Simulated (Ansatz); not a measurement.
Base system: TaAgO$_{3}$ in the cubic perovskite structure (space group Pm-3m, No. 221; a cell from a computed database, its experimental status unchecked).

TaAgO3 is modelled in the cubic space group Pm-3m (No. 221), the cubic perovskite structure, Pearson symbol cP5. Conventional cell: a = 3.951 Å, b = 3.951 Å, c = 3.951 Å, α = 90.00°, β = 90.00°, γ = 90.00°. Ta on 1a sees 6 O at 1.976 Å (octahedral). Ag on 1b is surrounded by 12 O at 2.794 Å (cuboctahedral). O on 3d sees 2 Ta at 1.976 Å and 4 Ag at 2.794 Å (octahedral). (Neighbours: up to the widest gap in distance over summed covalent radii, below 1.35, at either atom; cation-cation and far metal-metal contacts left out.)

Levels (all Ansatz, an electronic-structure program, PAW): PBEsol (420 eV, spin-orbit coupling left out); r2SCAN (500 eV, no spin-orbit coupling); HSE06 (420 eV, no spin-orbit coupling).

At the geometry relaxed with PBEsol, these levels gave the following band gaps, in shuffled order: (a) 2.39 eV, (b) 3.46 eV, (c) 1.62 eV.

Q: Match each gap to its level.

A: (a) r2SCAN; (b) HSE06; (c) PBEsol.

Single points use the geometry relaxed with PBEsol. HSE06 gaps are upper bounds (no full band path). Spin-orbit coupling, missing from the scalar runs, can matter with Ta. Stability against distortions was not tested. Many cubic perovskites are stable only at high temperature; tilts and polar distortions were not tested.
